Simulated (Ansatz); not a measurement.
Consider TiAl (space group P4/mmm, No. 123; a = 2.8241 Å, c = 4.0748 Å; relaxed with 0.1 eV smearing). Axes: x, y, z lie along a, b, c of the conventional cell.

Computed with PBE (Ansatz, a quantum-chemistry and plane-wave program), without spin-orbit coupling.

Base values:

| Quantity | Value |
|---|---|
| Pressure | 0.0 GPa |

Now apply this change: biaxial strain +2.50 %, plane normal [001], relaxed out of plane (Cartesian); in-plane vectors clamped, the third vector and the atoms free.

Task: Estimate the effect on the pressure.

Result: The pressure (mean of the normal stresses, compression positive) goes from zero to -2.4 GPa.

Stability against distortions was not tested. The final runs are not spin-polarised.
